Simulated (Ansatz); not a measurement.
**BaZrO3: strain along the normal**

BaZrO3 (cubic perovskite, Pm-3m, 14.614 Å³/atom at rest) under an equal strain ε in the (001) plane with the normal axis free, as in a coherent film. PBEsol in Ansatz, a plane-wave DFT program (PAW, default set), 420 eV, 8×8×8 Γ-centred mesh, Fermi-Dirac smearing 0.05 eV; ions are relaxed within the symmetry of each cell.

Here s stands for strain and y for normal strain.

| strain (%) | normal strain (%) |
|---|---|
| -3.00 | ? |
| -1.20 | 0.64 |
| -0.60 | 0.31 |
| 0.00 | 0.00 |
| 0.60 | -0.30 |
| 1.20 | -0.59 |

The 5 complete rows are fitted with a straight line, y against s. Means: s 0, y 0.012. About the means, the sum of products is -1.8420 and the sum of squares of s is 3.6000; the slope is their ratio. Least squares gives y = 0.012 - 0.5117·s. Residuals (row less fit): 0.014, -0.009, -0.012, -0.005, 0.012; standard error 0.014 (degrees of freedom: 3). The slope, -0.51 ± 0.01, is the elastic response of the normal axis, −2C12/C11 for this plane.

Q: Estimate the missing y (s = -3.00); what did the run itself give?

A: y = 0.012 - 0.5117 × (-3.0) = 1.547%. The calculation gives 1.68%, 0.133% above the prediction (5.9 % of the range of y in the table). The row lies outside the fitted rows, so this is an extrapolation. From the scatter of the fitted rows alone, a prediction at this place has a standard error of 0.027%, so the miss is 4.9 times that.

One order more, fitted to all 11 runs of the series, follows each within 0.01, so the miss is the next term of a smooth law. The primitive cell can neither tilt nor turn polar against its symmetry, as such crystals can under strain. Rows are the converged runs of the series near zero and its far end; series whose fitted rows scatter by over a few per cent of the range, as at a crossing or softening among them, aren't shown in this form. Most that stay on the fit to the last digits aren't either.
